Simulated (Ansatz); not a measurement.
For fluorite HfO₂ (high-temperature phase), r²SCAN+rVV10 (PAW; Ansatz, a quantum-chemistry and plane-wave program) gives:

| Quantity | Value |
|---|---|
| lattice constant a | 5.047 Å |
| bulk modulus B0 | 276 GPa |
| band gap | 4.28 eV |
| elastic constant C11 | 606 GPa |
| elastic constant C44 | 75.4 GPa |
| polycrystal shear modulus | 124 GPa |

Task: What does LC-ωPBE (Ansatz, plane waves, PAW) give for the same quantities?

Result: 
- lattice constant a: 5.052 Å (rises by 0.1 %)
- bulk modulus: 281 GPa (rises by 1.8 %)
- band gap: 10.90 eV (increases by 6.62 eV)
- elastic constant C11: 618 GPa (goes up by 2.0 %)
- elastic constant C44: 81.7 GPa (increases by 8.4 %)
- Voigt–Reuss–Hill shear modulus: 131 GPa (rises by 5.6 %)

For comparison: bulk modulus 242 ± 16 GPa (measured, room temperature, no zero-point or thermal correction, nanocrystalline cubic HfO2, second-order Birch-Murnaghan; as tabulated in High-pressure structural stability, equation of state, and thermal expansion …).

Changes are worked out from the printed values.

Unless a cell is named, each level is at its own relaxed cell (r²SCAN+rVV10 10.71, LC-ωPBE 10.75 Å³/atom).

Levels without +SOC leave out spin–orbit coupling, which shifts energies and cells of such heavy elements.

Levels without +SOC have no spin–orbit coupling; where heavier elements are present it shifts gaps, mostly down, and can invert bands. Density-functional gaps are differences of (generalised) Kohn–Sham levels.

Caveats: symmetry holds this phase in the static calculation, where it need not be a minimum (r²SCAN+rVV10, LC-ωPBE). Ansatz's density-functional and Hartree–Fock values are scalar-relativistic unless marked +SOC, with PAW data made under PBE.
